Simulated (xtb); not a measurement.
xtb 6.7.1, GFN2-xTB: COc1ccc(-c2cc3c(s2)-c2sc(-c4ccc(SC)cc4)cc2C3(C)C)cc1, 51 atoms. The geometry is a generated start, not checked to be a minimum at this level.

| Property | Result |
|---|---|
| method | GFN2-xTB |
| --acc | 1 (default) |
| --etemp (K) | 300 (default) |
| detailed input (--input) | none: ANC optimiser, Lindh (1995) Hessian, microcycle=20, maxdispl=1.0, hlow=0.01 (default) |
| basis functions | 156 |
| valence electrons | 146 |

The structure is relaxed from this start with --opt LEVEL for the levels crude, sloppy, loose, lax, normal, tight, vtight, extreme, once each. Up to the end of the extreme run atoms move by at most 2.5 Å along an axis.

Problem. Which level is enough to come within 5 meV of the tightest end point?

Solution. normal: 76 cycles against 152, ending 3.9 meV above.

```json
[
 {"level": "crude", "cycles": "4", "energy above the extreme run (meV)": "200", "gradient norm (eV/Å)": "0.29"},
 {"level": "sloppy", "cycles": "19", "energy above the extreme run (meV)": "88", "gradient norm (eV/Å)": "0.28"},
 {"level": "loose", "cycles": "27", "energy above the extreme run (meV)": "71", "gradient norm (eV/Å)": "0.13"},
 {"level": "lax", "cycles": "56", "energy above the extreme run (meV)": "14", "gradient norm (eV/Å)": "0.080"},
 {"level": "normal", "cycles": "76", "energy above the extreme run (meV)": "3.9", "gradient norm (eV/Å)": "0.020"},
 {"level": "tight", "cycles": "122", "energy above the extreme run (meV)": "0.57", "gradient norm (eV/Å)": "0.0044"},
 {"level": "vtight", "cycles": "152", "energy above the extreme run (meV)": "under 0.01", "gradient norm (eV/Å)": "0.0027"},
 {"level": "extreme", "cycles": "152", "energy above the extreme run (meV)": "—", "gradient norm (eV/Å)": "0.0027"}
]
```
